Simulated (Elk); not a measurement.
Band structure of Si (Fd-3m, 2 atoms in the cell).

```
CELL_PARAMETERS angstrom
      0.00000     2.71550     2.71550
      2.71550     0.00000     2.71550
      2.71550     2.71550     0.00000
ATOMIC_POSITIONS crystal
  Si 0.00000 0.00000 0.00000
  Si 0.25000 0.25000 0.25000
```

Method: PBE, all-electron FP-LAPW, Elk's shipped species files, APW+lo basis with extra local orbitals (Elk).

Settings: xctype = 20; rgkmax = 8; swidth = 0.000367493 Ha; ngridk = 7 7 7; gmaxvr = 18 1/bohr; lmaxapw = 10; lmaxo = 8; nxlo = 2; lorbcnd = true; lradstp = 2; nrmtscf = 2; lmaxi = 4; maxscl = 100.

The starting cell has typed, rounded lattice constants, without a prior relaxation at this level. Values depend on the basis (sphere radii, cutoffs, local orbitals), which need not be converged.

Levels in eV from the Fermi level, bands 1 to 8:
| point | 1 | 2 | 3 | 4 | 5 | 6 | 7 | 8 |
|---|---|---|---|---|---|---|---|---|
| Γ | -12.15 | -0.19 | -0.19 | -0.19 | 2.37 | 2.37 | 2.37 | 3.17 |
| X | -8.01 | -8.01 | -3.04 | -3.04 | 0.52 | 0.52 | 9.92 | 9.92 |
| W | -7.84 | -7.84 | -4.04 | -4.04 | 4.08 | 4.08 | 4.81 | 4.81 |
| K | -8.42 | -7.42 | -4.49 | -2.62 | 1.01 | 3.94 | 7.28 | 7.82 |
| L | -9.82 | -7.16 | -1.39 | -1.39 | 1.35 | 3.15 | 3.15 | 7.54 |
| U | -8.42 | -7.42 | -4.49 | -2.62 | 1.01 | 3.94 | 7.28 | 7.82 |
